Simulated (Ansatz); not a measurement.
Where the default PAW files enter, the runs use the earlier of Ansatz's two default sets.

Inside the gap of an insulator the Bloch states are evanescent, with a wavenumber k + iκ along the transport direction.

Data:

```
HfO2
1.0
    4.99230     0.00000     0.00000
    0.00000     5.04763     0.00000
    0.85864     0.00000     5.09889
Hf O
4 8
Direct
  0.72386   0.54194   0.70791
  0.27614   0.45806   0.29209
  0.27614   0.04194   0.79209
  0.72386   0.95806   0.20791
  0.55200   0.25747   0.97858
  0.44800   0.74253   0.02142
  0.44800   0.75747   0.52142
  0.55200   0.24253   0.47858
  0.93164   0.66924   0.34625
  0.06836   0.33076   0.65375
  0.06836   0.16924   0.15375
  0.93164   0.83076   0.84625
```

Space group of this cell: P2_1/c. The cell is strained (all lengths scaled by 0.98); by r2SCAN its mean pressure is 22.4 GPa.

Transport runs along the normal of the first two printed cell vectors.

The gap is the functional's own, uncorrected, and κ follows it; spin-orbit coupling is left out. Mid-gap values are interpolated between the computed energies.

State the band gap and the smallest decay constant κ at mid-gap according to r2SCAN run with Ansatz (a first-principles code).

Gap 4.85 eV on a 6×6×6 mesh; κ = 0.451 1/Å, at the zone centre.
